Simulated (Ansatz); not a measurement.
The parent structure is HfO₂ (space group P2_1/c, No. 14).

```
HfO2
1.0
    5.16182     0.00000     0.00000
    0.00000     5.21238     0.00000
   -0.89816     0.00000     5.27706
Hf O
4 8
Direct
  0.27574   0.04289   0.20837
  0.72426   0.54289   0.29163
  0.72426   0.95711   0.79163
  0.27574   0.45711   0.70837
  0.06714   0.32863   0.34846
  0.93286   0.82863   0.15154
  0.93286   0.67137   0.65154
  0.06714   0.17137   0.84846
  0.44918   0.75721   0.47665
  0.55082   0.25721   0.02335
  0.55082   0.24279   0.52335
  0.44918   0.74279   0.97665
```

Cartesian axes are those of the cell as printed.

(Cell as relaxed with PBE.)

Levels (all Ansatz, a first-principles code, PAW, earlier PAW set): PBE (420 eV, no spin-orbit coupling); r2SCAN (500 eV, no spin-orbit coupling).

Each level relaxes its own structure.

```json
[
 {"base": "volume per atom", "PBE": "11.83 Å³", "r2SCAN": "11.54 Å³"},
 {"base": "band gap", "PBE": "4.04 eV", "r2SCAN": "4.60 eV"}
]
```

One thing is altered: uniaxial stress, 2 GPa tension along x; all other stress components relax to zero.

```json
[
 {"quantity": "secant Young's modulus along x", "PBE": "240 GPa", "r2SCAN": "?"},
 {"quantity": "band gap", "PBE": "4.03 eV", "r2SCAN": "?"},
 {"quantity": "volume per atom", "PBE": "11.88 Å³", "r2SCAN": "?"}
]
```

**Question.** Predict the r2SCAN column.

**Answer.** 
- secant Young's modulus along x, r2SCAN: 250 GPa
- band gap, r2SCAN: 4.58 eV
- volume per atom, r2SCAN: 11.58 Å³

PBE's secant Young's modulus along x lies 9.4 GPa below r2SCAN's; PBE's band gap lies 0.55 eV below r2SCAN's; PBE's volume per atom lies 0.294 Å³ above r2SCAN's (2.5 %). Neither level is exact; r2SCAN is the comparison here, not a measurement.

With Hf present, leaving out spin-orbit coupling can change the band edges. Load acts through the strain it causes; cell and atoms are relaxed under it. Stability under load was not tested beyond the relaxation.
